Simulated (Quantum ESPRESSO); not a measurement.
Input and output of a relaxation of the atoms for Se (C2, 3 atoms in the cell) (Quantum ESPRESSO).

Level of theory: LDA (PZ), GBRV 1.5 ultrasoft (LDA) pseudopotentials (plane waves; Quantum ESPRESSO 7.5).

Input:

```fortran
&control
    calculation = 'relax'
    prefix = 'Se'
    outdir = './work'
    pseudo_dir = './'
    forc_conv_thr = 3.9e-05
/
&system
    ibrav = 0
    nat = 3
    ntyp = 1
    ecutwfc = 40
    ecutrho = 200
    occupations = 'smearing'
    smearing = 'fd'
    degauss = 0.000734986
/
&electrons
    conv_thr = 1.0d-10
/
&ions
/
ATOMIC_SPECIES
Se    78.9710  se_lda_v1.uspp.F.UPF
CELL_PARAMETERS bohr
   4.1414387370    -7.1731830506     0.0000000000
   4.1414387370     7.1731830506     0.0000000000
   0.0000000000     0.0000000000     9.3822067499
ATOMIC_POSITIONS crystal
Se    0.0000000000    0.2250000000    0.6666670000
Se    0.8092220000    0.8092220000    0.0000000000
Se    0.2250000000    0.0000000000    0.3333330000
K_POINTS automatic
5 5 3  0 0 0
```

The program printed (abridged):

```
     Self-consistent Calculation

     iteration #  1     ecut=    40.00 Ry     beta= 0.70

     Threshold (ethr) on eigenvalues was too large:
     Diagonalizing with lowered threshold

     total energy              =    -129.54218807 Ry
     estimated scf accuracy    <       0.02724361 Ry

     iteration #  2     ecut=    40.00 Ry     beta= 0.70

     total energy              =    -129.54400417 Ry
     estimated scf accuracy    <       0.00129713 Ry

     iteration #  3     ecut=    40.00 Ry     beta= 0.70

     total energy              =    -129.54434609 Ry
     estimated scf accuracy    <       0.00013674 Ry

   [... 4 blocks of this kind left out ...]

     iteration #  8     ecut=    40.00 Ry     beta= 0.70

     total energy              =    -129.54452104 Ry
     estimated scf accuracy    <          1.2E-10 Ry

     iteration #  9     ecut=    40.00 Ry     beta= 0.70
     End of self-consistent calculation

     the Fermi energy is     5.1664 ev

!    total energy              =    -129.54452104 Ry
     estimated scf accuracy    <          7.8E-12 Ry
     smearing contrib. (-TS)   =       0.00000000 Ry
     internal energy E=F+TS    =    -129.54452104 Ry

     convergence has been achieved in   9 iterations

     Forces acting on atoms (cartesian axes, Ry/au):

     atom    1 type  1   force =     0.02824257    0.02274541   -0.01412972
     atom    2 type  1   force =    -0.05648514    0.00000000    0.00000000
     atom    3 type  1   force =     0.02824257   -0.02274541    0.01412972

     Total force =     0.078866     Total SCF correction =     0.000003

     BFGS Geometry Optimization
     Energy error            =      6.2E-03 Ry
     Gradient error          =      5.6E-02 Ry/Bohr

   [... lines left out ...]
     the Fermi energy is     4.5900 ev
!    total energy              =    -129.55316652 Ry
     Total force =     0.000027     Total SCF correction =     0.000000
     bfgs converged in  12 scf cycles and  11 bfgs steps
   [... lines left out ...]

     End of BFGS Geometry Optimization

     Final energy             =    -129.5531665204 Ry

     File ./work/Se.bfgs deleted, as requested
Begin final coordinates

ATOMIC_POSITIONS (crystal)
Se               0.0113993259        0.2387429114        0.6666688219
Se               0.7840797627        0.7840797627        0.0000000000
Se               0.2387429114        0.0113993259        0.3333311781
End final coordinates

   JOB DONE.
```

The run converged. 

Summary of the result:
```
Item                                                     Result
------------------------------------------------  -------------
Free energy E − TS                                -1762.6606 eV
Top of the valence band (on the code's own zero)        4.16 eV
Gap on the k-point mesh                                 1.32 eV
Relaxation steps                                             11
```

The starting cell has typed, rounded lattice constants, without a prior relaxation at this level. Its lattice was rescaled by up to half a per cent. For this run, on top of that: one atom moved by 0.15 angstrom.

Cost on one core of a shared machine: roughly 3 min.
